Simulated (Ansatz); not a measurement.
The starting structures come from a database of crystals and need not be the phases stable at ambient conditions.

The decay constant κ of evanescent states in the gap governs leakage through a thin film.

```
HgK4P2
1.0
    5.67018     0.00000     0.00000
    2.83509     9.17245     0.00000
    2.83509     0.87629     4.83170
K Hg P
4 1 2
Cartesian
  2.83509   3.64336   1.00277
  8.50527   6.40538   3.82893
  5.67018   7.94655   1.88588
  5.67018   2.10219   2.94582
  0.00000   0.00000   0.00000
  2.83509   6.81711   0.42717
  8.50527   3.23163   4.40453
```

Space group of this cell: R-3m. The cell is taken as given.

Transport runs along the normal of the first two printed cell vectors, the (101) plane of the conventional cell.

The gap is the functional's own. No spin-orbit coupling. Mid-gap values are interpolated on the energy grid.

**Question.** Predict the band gap and the smallest decay constant κ at mid-gap from r2SCAN run with Ansatz (a first-principles code).

**Answer.** Gap 1.29 eV on a 6×6×6 mesh; κ = 0.209 1/Å, at the zone centre.
